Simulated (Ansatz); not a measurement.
For WIr3 (P6_3/mmc), PBEsol, DFPT electron-phonon coupling, linearised Boltzmann equation (Ansatz, a quantum-chemistry and plane-wave program) gives a transport coupling λ_tr = 0.363 and a Drude plasma energy ħω_p = 4.79 eV along y (a = (5.49, 0.00, 0.00) Å; b = (-2.74, 4.75, 0.00) Å; c = (0.00, 0.00, 4.38) Å).

Q: Estimate the resistivity at 300 K from the high-temperature formula ρ = 2π λ_tr k_B T / (ħ ε₀ ω_p²), and say how the full Boltzmann solution compares.

A: The scattering rate is 1/τ = 2π λ_tr k_B T/ħ = 8.96e13 s⁻¹ and ω_p = 7.28e15 s⁻¹, so ρ ≈ 19.1 μΩ·cm. The Boltzmann solution gives 18.0 μΩ·cm, 0.94 times the estimate.

A metal at this level (no band gap). Only scattering by harmonic phonons is included (no impurities, grain boundaries, electron-electron scattering or thermal expansion). Spin-orbit coupling is left out, which matters with elements this heavy. Halving the electron mesh (20x20x20) moves the resistivity by up to 6 % at 300 K, the coupling by up to 3 %. Smearing 0.20 eV; phonons on a 3x3x3 q mesh, which this run doesn't test.

Computed structure with no diffraction record at hand here (it may be known, metastable or hypothetical): WIr3 (P6_3/mmc).
